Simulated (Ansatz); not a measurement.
## PBE-D3(BJ) against PBEsol-D3(BJ): Sb, pressure 3 GPa

The parent structure is Sb in the A7 type structure (space group R-3m, No. 166; a = 4.3216 Å, c = 11.0390 Å (hexagonal axes)).

(Cell as relaxed with PBE-D3(BJ).)

Levels (all Ansatz, a first-principles code, PAW, earlier PAW set): PBE-D3(BJ) (420 eV, no SOC); PBEsol-D3(BJ) (420 eV, no spin-orbit coupling).

Each level relaxes its own structure.

```
base                 PBE-D3(BJ)  PBEsol-D3(BJ)
-------------------  ----------  -------------
volume per atom        29.76 Å³       28.19 Å³
lattice parameter a    432.2 pm       426.9 pm
band gap                   zero           zero
```

Modification: a hydrostatic pressure of 3 GPa.

```csv
quantity,PBE-D3(BJ),PBEsol-D3(BJ)
c/a ratio,2.503,___
shortest interatomic distance,291.5 pm,___
```

### Question
What does PBEsol-D3(BJ) give?

### Answer

- c/a ratio, PBEsol-D3(BJ): 2.446
- shortest interatomic distance, PBEsol-D3(BJ): 292.8 pm

PBE-D3(BJ)'s c/a ratio lies 0.057 above PBEsol-D3(BJ)'s; PBE-D3(BJ)'s shortest interatomic distance lies 1.25 pm below PBEsol-D3(BJ)'s (0.4 %). Neither level is exact; PBEsol-D3(BJ) is the comparison here, not a measurement.

Spin-orbit coupling, missing from the scalar runs, can matter with Sb. Load acts through the strain it causes; cell and atoms are relaxed under it. No phonon test of stability was made.
